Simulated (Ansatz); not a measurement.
A calculation on InSb (Fm-3m, No. 225, 2 atoms in the cell; start mp-10149; a measured phase of this formula has another space group) returned lattice constant a 6.088 Å, cohesive energy 2.53 eV/atom.

Q: Which level of theory produced these numbers?
(A) r²SCAN+rVV10 (Ansatz, a program for electronic structure)
(B) PBEsol (Ansatz)
(C) LDA (Ansatz)
(D) r²SCAN (Ansatz)

A: D, r²SCAN (Ansatz)

The others give: LDA 5.977 Å, 3.37 eV/atom; PBEsol 6.034 Å, 2.91 eV/atom; r²SCAN+rVV10 6.054 Å, 2.78 eV/atom.

Unless a cell is named, each level is at its own relaxed cell (LDA 26.69, PBEsol 27.47, r²SCAN 28.21, r²SCAN+rVV10 27.74 Å³/atom).

Caveats: the relaxation could not lower the start's symmetry, so the cell can be a saddle point above a distorted one (LDA, PBEsol, r²SCAN+rVV10, r²SCAN). Ansatz's density-functional and Hartree–Fock values are scalar-relativistic unless marked +SOC, with PAW data made under PBE.

A start named mp-… is a Materials Project structure, which need not be a measured phase.
